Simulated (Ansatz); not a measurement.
Reference: ZnS (F-43m), PBEsol, rigid bands (plane waves, PAW, scalar-relativistic; Ansatz, a quantum-chemistry and plane-wave program); geometry: cell and atoms relaxed with PBEsol.

Space group F-43m (No. 216); a = 5.3566 Å, b = 5.3566 Å, c = 5.3566 Å, α = 90.00°, β = 90.00°, γ = 90.00°

```json
[
 {"atom": "Zn", "site": "4a", "symmetry": "-43m", "x": "0.0000", "y": "0.0000", "z": "0.0000"},
 {"atom": "S", "site": "4d", "symmetry": "-43m", "x": "0.7500", "y": "0.7500", "z": "0.7500"}
]
```
(The calculation used a cell of 2 atoms; values per cell refer to that cell.)

The band gap is 2.08 eV. The electron conductivity mass is 0.179 mₑ. The Seebeck coefficient, n-type 1e19 cm⁻³ is -104 μV/K.

Task: Replace S by Se on the same sites and relax. What happens?

Result: ZnSe (F-43m): volume per atom 19.2 to 22.3 Å³; band gap falls (2.08 eV to 1.24 eV); electron conductivity mass falls (0.179 mₑ to 0.102 mₑ); Seebeck coefficient, n-type 1e19 cm⁻³ falls in size (-104 μV/K to -65 μV/K).

Moves up to 5 % count as about the same. Masses are for dilute carriers at 300 K, harmonic means over directions unless an axis is named. Seebeck coefficients are for the stated density at 300 K, with one relaxation time for all states and whether or not that doping can be reached. Spin-orbit coupling is left out.
